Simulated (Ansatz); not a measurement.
# Defect calculation: Si vacancy + Pb on the Si site (V_Si+Pb_Si) in silicon

These are PBE, PAW (plane waves to 420 eV; Ansatz, a program for electronic structure) values and carry that method's errors. Cell: 64 sites, 2×2×2; final energies on a 2×2×2 shifted mesh. Sites at the start: the Si site; Si 2.37 Å away. Finite-size correction: monopole term and site-potential alignment. Dielectric constants: PBE linear response of the host. Host gap at this level: 0.61 eV. These values are not converged in cell size to better than tenths of an eV. The semilocal functional narrows the gap, so deep levels can fall outside it. Spin–orbit coupling is left out, which matters for these heavy elements. Each state is the lowest found from its start.

Formation energies E_f are given with the Fermi level at the valence-band maximum. Chemical conditions: host crystal and elements as references (Δμ(Si) = 0.00 eV, Δμ(Pb) = 0.00 eV; Pb taken from its element, since no compound that bounds it was computed at this level; only phases computed here count, gases as isolated molecules at 0 K). Reference phases: Pb: fcc Pb, Si: silicon.

| charge | moment (μB) | largest move off a lattice site (Å) | image correction with alignment (eV) | E_f, host crystal and elements as references (eV) | above the lowest spin state (eV) |
|---|---|---|---|---|---|
| +1† | 1.0 | 1.18 | 0.09 | – | 0.00 |
| 0† | not spin-polarised | 1.18 | 0.00 | 3.25 | 0.00 |
| 0† | 0.0 | 1.17 | 0.00 | 3.25 | 0.00 |
| −1† | quenched | 1.18 | 0.12 | – | 0.00 |
| −1† | quenched | 1.18 | 0.12 | – | 0.00 |
| −2† | not spin-polarised | 1.18 | 0.45 | – | 0.00 |

† Not settled in this cell, so no level is given: charge +1: carriers not clearly localised, level within 0.1 eV of a band edge or past it; charge 0: carriers not clearly localised; charge −1: a level filled in part, carriers not clearly localised, level within 0.1 eV of a band edge or past it; charge −2: a level filled in part, carriers not clearly localised, level within 0.1 eV of a band edge or past it.

Starting moments that weren't kept: charge 0 began with 2 μB and ended with 0.0; charge −1 began with 3 μB and ended with 0.0; charge −1 began with 1 μB and ended with 0.0.

Flagged in the runs: a strain field that reaches the edge of the cell.

All states together cost around 2.6 core-hours (rough).
